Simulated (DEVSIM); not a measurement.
Device: Schottky contact on p-type GaAs, at 300 K.

Layer 1 from the left is GaAs, thickness (μm) 3.70, Na (cm⁻³) 2.9e16, τn (s) 9.4e-10, τp (s) 9.4e-10.

Left contact: Schottky, work function 4.404 eV, emission velocity 1.8e6 cm/s. Right contact: ohmic. Voltage is applied to the left contact. Recombination: SRH at mid-gap, radiative, Auger. Mobility is μmin + (μ − μmin)/(1 + (N/Nref)^α).

This is a model device: material constants are rounded textbook-type values typed into the input, and sizes, dopings and lifetimes were drawn at random. Values at 300 K.

GaAs: gap (eV) 1.424, affinity (eV) 4.07, permittivity 12.9, Nc (cm⁻³) 4.7e17, Nv (cm⁻³) 9e18, μn (cm²/Vs) 8500, μp (cm²/Vs) 400, μn,min 500, μp,min 20, Nref,n 6e16, Nref,p 1.5e17, αn 0.39, αp 0.38, B (cm³/s) 2e-10, Cn (cm⁶/s) 1e-30, Cp (cm⁶/s) 1e-30.

### Question
Estimate by hand the built-in potential, the peak field at zero bias, the capacitance at 3 V, and compare with a numerical solution.

### Answer

- Built-in potential: barrier φB = 1.090 eV; Vbi = φB − kT/q ln(N_band/N) = 0.942 V; numerical 0.942 V.
- Peak field at zero bias: depletion approximation: W = √(2εVbi/(qN)) = 0.215 μm with N = 2.90e16 cm⁻³; field = 2Vbi/W = 87500 V/cm; numerical 86100 V/cm (estimate above by 1.6 %).
- Capacitance at 3 V: C = √(qεN / 2(Vbi + |V|)) = 25.9 nF/cm²; numerical 26.0 nF/cm².

Simulated with DEVSIM: 1D drift-diffusion, Boltzmann statistics, complete ionisation; no tunnelling, impact ionisation, image-force lowering or self-heating. Metal contacts follow the ideal Schottky-Mott rule: no Fermi-level pinning, no interface dipoles.
